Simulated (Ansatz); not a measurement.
We consider SnSe (model structure, started from the GeS type, Pnma, No. 62, 8 atoms in the cell), described by r²SCAN+rVV10 (plane waves, PAW; Ansatz, a program for electronic structure).

Numerical settings: plane-wave cutoff 560 eV, 4×8×8 k mesh (along the axes of the cell as run), Fermi–Dirac smearing 0.01 eV, scalar-relativistic PAW data made under PBE.

Cell (relaxed at this level):

```yaml
crystal:
  lattice:
    - [11.52727, 0.00000, 0.00000]
    - [0.00000, 4.12072, 0.00000]
    - [0.00000, 0.00000, 4.57787]
  atoms:
    - { symbol: Sn, position: [0.11792, 0.25000, 0.11591] }
    - { symbol: Sn, position: [0.38208, 0.75000, 0.61591] }
    - { symbol: Sn, position: [0.88208, 0.75000, 0.88409] }
    - { symbol: Sn, position: [0.61792, 0.25000, 0.38409] }
    - { symbol: Se, position: [0.85360, 0.25000, 0.48589] }
    - { symbol: Se, position: [0.64640, 0.75000, 0.98589] }
    - { symbol: Se, position: [0.14640, 0.75000, 0.51411] }
    - { symbol: Se, position: [0.35360, 0.25000, 0.01411] }
```

Problem. Estimate the band gap, smallest direct gap on the k points sampled and direct gap at Γ that the calculation returns.

Solution. 
* **band gap**: 0.91 eV
* **smallest direct gap on the k points sampled**: 1.20 eV
* **direct gap at Γ**: 1.40 eV

Spin–orbit coupling is not included.

Computed values are for the static lattice.

It cost roughly 2.4 core-minutes of CPU time.

A model structure was made by putting elements into a prototype or built by hand; here it ended with the formula and space group of a phase in our tables.
